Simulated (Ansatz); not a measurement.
Start from ZnO in the wurtzite structure (space group P6_3mc, No. 186).

```yaml
crystal:
  lattice:
    - [3.18693, 0.00000, 0.00000]
    - [-1.59347, 2.75997, 0.00000]
    - [0.00000, 0.00000, 5.15257]
  atoms:
    - { symbol: Zn, position: [0.33333, 0.66667, 0.00179] }
    - { symbol: Zn, position: [0.66667, 0.33333, 0.50179] }
    - { symbol: O, position: [0.33333, 0.66667, 0.38021] }
    - { symbol: O, position: [0.66667, 0.33333, 0.88021] }
```

Cartesian axes are those of the cell as printed.

The values are results of Kohn–Sham DFT with the LDA functional, run in Ansatz (a quantum-chemistry and plane-wave program) with PAW and 420 eV plane waves, no spin-orbit coupling, not measurements.

For the base:

The volume per atom comes out as 11.33 Å³ and the pressure comes out as 0.00 GPa.

Now apply this change: biaxial strain −0.60 %, plane normal [001], relaxed out of plane (Cartesian); in-plane vectors clamped, the third vector and the atoms free.

Task: Predict the new volume per atom and pressure.

Result: The volume per atom falls by 0.07 Å³, from 11.33 Å³ to 11.26 Å³; the pressure (mean of the normal stresses, compression positive) goes from zero to 0.93 GPa.

Stability against distortions was not tested.
